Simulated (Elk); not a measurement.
## Converging the basis cutoff: InAs (R3m, 2 atoms in the cell)

```yaml
crystal:
  lattice:
    - [0.00000, 3.02091, 3.02091]
    - [3.02091, 0.00000, 3.02091]
    - [3.02091, 3.02091, 0.00000]
  atoms:
    - { symbol: In, position: [0.00478, 0.00478, 0.00478] }
    - { symbol: As, position: [0.25000, 0.25000, 0.25000] }
```

Method: Elk 10.2.4 with LDA (PW92), all-electron FP-LAPW, Elk's shipped species files, default APW+lo basis.

Base settings: xctype = 3; rgkmax = 7; stype = 3; swidth = 0.00183747 Ha; ngridk = 3 3 3; rmtscf = 0.91.

The second cell is the first with its lattice scaled by 0.98.

The mesh stays at the base's, so the ladder's end is converged at best in this setting alone.

Only quantities that move along the ladder and can be compared are tabulated.

The starting cell has typed, rounded lattice constants, without a prior relaxation at this level. Its lattice was rescaled by up to half a per cent. One atom was moved a little off its site on purpose. Values depend on the basis (sphere radii, cutoffs, local orbitals), which need not be converged. The run gives no clean gap (levels at the Fermi energy touch, overlap or are partly filled at this smearing), which alone does not show that the compound is a metal. Without a gap this mesh is coarse (it stands for a supercell whose shortest vector is 13 Å).

Steps (rgkmax): 4.14; 4.43; 4.7; 4.95; 5.19; 5.42; 5.86; 6.26; 6.64; 7; 7.34; 7.67; 8.13; 8.57; 9.26.

Task: What is the coarsest rgkmax that holds the free energy within 5 meV/atom?

Result: Not settled: the last two steps still differ by 20 meV/atom, over half the tolerance, so the ladder does not show it.

Task: What is the coarsest rgkmax that holds the energy of the compressed cell less the first within 0.5 meV/atom of the last step, with all finer ones?

Result: 8.57; the step before is off by 2.3 meV/atom.

| rgkmax | free energy less the last step's (meV/atom) | energy of the compressed cell less the first (meV/atom) |
|---|---|---|
| 4.14 | 7796.42 | -272.12 |
| 4.43 | 5722.20 | -452.76 |
| 4.7 | 4495.07 | -136.43 |
| 4.95 | 3232.16 | 208.79 |
| 5.19 | 2710.20 | -108.58 |
| 5.42 | 2101.60 | 76.03 |
| 5.86 | 1249.16 | 5.68 |
| 6.26 | 772.10 | -10.66 |
| 6.64 | 452.88 | 51.17 |
| 7 | 287.45 | 36.38 |
| 7.34 | 170.16 | 47.08 |
| 7.67 | 115.42 | 21.36 |
| 8.13 | 49.46 | 33.05 |
| 8.57 | 20.33 | 35.21 |
| 9.26 | 0.00 | 35.34 |
